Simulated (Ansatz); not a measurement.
Base system: CaO in the rock salt structure (space group Fm-3m, No. 225; a = 4.7671 Å). Axes: x, y, z lie along the cube axes.

Method: Kohn–Sham DFT with the PBEsol functional, run in Ansatz (a quantum-chemistry and plane-wave program) with PAW and 420 eV plane waves, no spin-orbit coupling.

For the base:

- Valley order: X along ⟨100⟩ 3.54 eV; Γ 4.78 eV

One thing is altered: uniaxial strain ε_zz = −0.50 %, all other strain components held at zero; the atoms relax in the strained cell.

Question: What does the calculation give for the valley order after the change?

Answer: The valley order (the lowest conduction-band minima on the path, energy above the VBM, named in the base's zone) goes from X along ⟨100⟩ 3.54 eV; Γ 4.78 eV to X along [001] 3.52 eV; X along [100] 3.54 eV; Γ 4.81 eV.

The levels and masses belong to the bands next to the band gap. Whether these cells are dynamically stable was not tested.
